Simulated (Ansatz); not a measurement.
Consider a 48-atom cell of Ti(Si,Ge)2 started in the TiSi2 (C54) type structure, site fractions Si 0.125, Ge 0.875, short-range order +0.05 among the nearest mixed sites of the first mixed sublattice (0 is random, a negative value favours unlike neighbours), space group P1 at the end. Its start:

```
CELL_PARAMETERS angstrom
     10.05541     0.00170     0.00075
      2.51564     8.60998     4.42925
      2.51272    -8.60932     4.42961
ATOMIC_POSITIONS crystal
  Ti 0.74957 0.99931 0.99965
  Ti 0.50085 0.75207 0.24916
  Ti 0.25241 0.99947 0.00120
  Ti 0.50417 0.25021 0.74862
  Ti 0.75040 0.49833 0.50127
  Ti 0.99859 0.75051 0.25014
  Ti 0.99672 0.24889 0.74945
  Ti 0.24858 0.50059 0.49991
  Ti 0.74801 0.37439 0.12560
  Ti 0.50145 0.12416 0.37451
  Ti 0.25234 0.37381 0.12362
  Ti 0.50412 0.62564 0.87488
  Ti 0.75165 0.87647 0.62357
  Ti 0.99795 0.12211 0.37770
  Ti 0.99819 0.62512 0.87402
  Ti 0.24835 0.87676 0.62454
  Ge 0.75194 0.16960 0.82730
  Si 0.50071 0.91786 0.08587
  Ge 0.25304 0.16664 0.83086
  Ge 0.50512 0.41318 0.58628
  Ge 0.75167 0.66528 0.33189
  Ge 0.00177 0.91402 0.08314
  Ge 0.99339 0.41503 0.58481
  Ge 0.23995 0.67487 0.33712
  Ge 0.74937 0.83685 0.17110
  Ge 0.49646 0.58408 0.41699
  Ge 0.25582 0.83568 0.16400
  Ge 0.50201 0.07754 0.91844
  Si 0.74910 0.32998 0.66205
  Ge 0.00091 0.58094 0.41561
  Ge 0.99970 0.08460 0.91801
  Ge 0.24925 0.33377 0.66506
  Ge 0.74500 0.71065 0.79816
  Ge 0.49607 0.46186 0.04471
  Ge 0.25026 0.70746 0.79137
  Ge 0.50694 0.96073 0.53875
  Ge 0.75040 0.20383 0.29462
  Ge 0.00016 0.45756 0.03933
  Si 0.98986 0.96485 0.53949
  Ge 0.25549 0.20293 0.29183
  Ge 0.74847 0.53942 0.95284
  Ge 0.50043 0.29239 0.20848
  Ge 0.24990 0.54098 0.95805
  Ge 0.49821 0.79000 0.70602
  Si 0.75871 0.04255 0.46609
  Ge 0.00092 0.29009 0.20803
  Ge 0.99996 0.79747 0.70456
  Ge 0.24567 0.03945 0.46128
```

All values below come from PBE (plane waves to 420 eV, PAW; Ansatz, a program for electronic structure). No spin–orbit coupling; the runs are not spin-polarised. Its k-point mesh 4×4×4, Fermi–Dirac width 0.05 eV.

Predict the alloy's volume and bond lengths.

The volume per atom is 15.91 Å³ and the Ge–Ti bonds (within 1.22 times the sum of covalent radii) comes out as 2.790 Å on average, from 2.611 to 2.959 (140). The Si–Ti bonds (within 1.22 times the sum of covalent radii) is 2.762 Å on average, from 2.591 to 2.954 (20).
